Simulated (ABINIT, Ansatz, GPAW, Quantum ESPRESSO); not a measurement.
# One structure in several programs: La₃Mg (I4/mmm, 4 atoms in the cell)

Self-consistent single point.

```xyz
4
Lattice="-2.5264 2.5264 5.2294 2.5264 -2.5264 5.2294 2.5264 2.5264 -5.2294" Properties=species:S:1:pos:R:3 pbc="T T T"
La     0.0000     0.0000     5.2294
La     2.5264     0.0000     2.6147
La     0.0000     2.5264     2.6147
Mg     0.0000     0.0000     0.0000
```

All programs got the same cell, k-point mesh and kind of occupations (in Ansatz's words: kpoints.mp_grid.grid = 6 6 6; scf.occupations.method = gaussian; scf.occupations.width = 0.01 Ry); potentials, basis and cutoffs are each program's usual ones.

```tsv
code	model	pressure (GPa)	cutoff
GPAW	LDA (Perdew-Wang 92), GPAW PAW datasets LDA (gpaw-data 1.0.1)	-3.12	850 eV
Quantum ESPRESSO	LDA (PZ), GBRV 1.5 ultrasoft (LDA) pseudopotentials	-3.08	40 Ry
Ansatz	LDA (PW92), PAW files made with PBE	-3.21	30.9 Ry
ABINIT	LDA (PW92), PAW (JTH v2.0 LDA PAW)	-3.10	26 Ha
```

The spread over the programs that give each value: pressure within 0.13 GPa.

The starting cell comes from a database of computed structures (which also holds hypothetical and non-ambient phases and stackings), without a prior relaxation at this level. On Ansatz's run: In the base run, with a pressure of about -3 GPa the cell is away from its equilibrium volume at this level.

Question: Why do the programs differ, and what cannot be compared?

Answer: Differences of this kind can come from the potentials, where these differ, and from what each basis and cutoff leave unconverged. The zero of total energies and Fermi levels follows the potentials and each program's conventions, so they are not compared here. Ansatz's pressure is given at a fixed set of plane waves, as the other plane-wave codes print theirs. Ansatz's smearing width was typed in Ry to four decimals, so it matches the others to a few per cent. The same LDA comes in different parametrisations, which differ slightly.

Left out of this page: Elk and FLEUR (not drawn, or without a comparable value).

Ansatz is a quantum-chemistry and plane-wave program.

Keys are those of Ansatz 0.2.
